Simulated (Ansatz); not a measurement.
# Variants of one calculation on V2CuSe4 (Fd-3m, 14 atoms in the cell)

```cif
data_Cu2Se8V4
_chemical_formula_sum 'V4 Cu2 Se8'
_space_group_name_H-M_alt 'P 1'
_space_group_IT_number 1
_cell_length_a 7.36528
_cell_length_b 7.36528
_cell_length_c 7.36528
_cell_angle_alpha 60.000
_cell_angle_beta 60.000
_cell_angle_gamma 60.000
loop_
_space_group_symop_operation_xyz
  'x, y, z'
loop_
_atom_site_label
_atom_site_type_symbol
_atom_site_fract_x
_atom_site_fract_y
_atom_site_fract_z
_atom_site_occupancy
V1 V 0.12500 0.12500 0.12500 1
V2 V 0.62500 0.12500 0.12500 1
V3 V 0.12500 0.62500 0.12500 1
V4 V 0.12500 0.12500 0.62500 1
Cu1 Cu 0.75000 0.75000 0.75000 1
Cu2 Cu 0.50000 0.50000 0.50000 1
Se1 Se 0.36260 0.36260 0.36260 1
Se2 Se 0.91220 0.36260 0.36260 1
Se3 Se 0.36260 0.91220 0.36260 1
Se4 Se 0.36260 0.36260 0.91220 1
Se5 Se 0.88740 0.88740 0.88740 1
Se6 Se 0.33780 0.88740 0.88740 1
Se7 Se 0.88740 0.33780 0.88740 1
Se8 Se 0.88740 0.88740 0.33780 1
```
Moments meant for the start (each program seeds them in its own way; μB, in the order of the atoms V V V V Cu Cu Se Se Se Se Se Se Se Se): 2.0 2.0 2.0 2.0 0.0 0.0 0.0 0.0 0.0 0.0 0.0 0.0 0.0 0.0.

Base run A: PBE (Ansatz, a quantum-chemistry and plane-wave program), self-consistent single point.

Its settings: basis.ecutwfc = 420 eV; kpoints.mp_grid.grid = 2 2 2; hamiltonian.xc = pbe; hamiltonian.pseudopotentials = {kind: paw} (the program's default PAW files); magnetization.spin_polarized = true; scf.occupations.method = gaussian; scf.occupations.width = 0.136 eV.

The starting cell was generated: these elements placed on a structure prototype, without a prior relaxation; it need not be a known phase or ordering of this composition. The magnetic order is the one reached from the typed start; others were not searched systematically. In the base run, with a pressure of about 4 GPa the cell is away from its equilibrium volume at this level. In the base run, forces exceed 1 eV/Å. Ansatz's pressure includes its estimate of the finite-basis (Pulay) stress. Without a gap this mesh is coarse (it stands for a supercell whose shortest vector is 15 Å).

ΔF is the free energy per atom less that of run A. 

Run A gave: pressure (GPa) 4.05; largest force (eV/Å) 1.590; size of the net moment (μB/atom) 0.46; k-points 3.

Runs:
- B: scf.occupations.width: 0.136 eV → 0.3 eV
- C: scf.convergence.dr2_threshold: default (1e-07 eV) → 0.1 eV
- D: crystal.symmetry.detect: default → false
- E: scf.mixing.preconditioner: default (the program chose Kerker) → kerker; scf.mixing.q_tf: default → 0.5
- F: scf.mixing.algorithm: default (the program chose MSR1) → broyden; scf.mixing.beta: default → 0.1
- G: scf.self_checks: default → high

Q: What does run B change against A?

A: The free energy falls by 16.5 meV/atom, the pressure moves little (4.05 to 4.12 GPa), the largest force goes from 1.590 to 1.625 eV/Å and the size of the net moment hardly changes (0.46 to 0.45 μB/atom).

```tsv
run	ΔF (meV/atom)	pressure (GPa)	largest force (eV/Å)	size of the net moment (μB/atom)	k-points
A	0.00	4.05	1.590	0.46	3
B	-16.5	4.12	1.625	0.45	3
C	0.00	4.05	1.589	0.46	3
D	0.00	4.05	1.590	0.46	8
E	0.00	4.05	1.590	0.46	3
F	0.00	4.05	1.590	0.46	3
G	0.00	4.05	1.590	0.46	3
```

Keys are those of Ansatz 0.2.
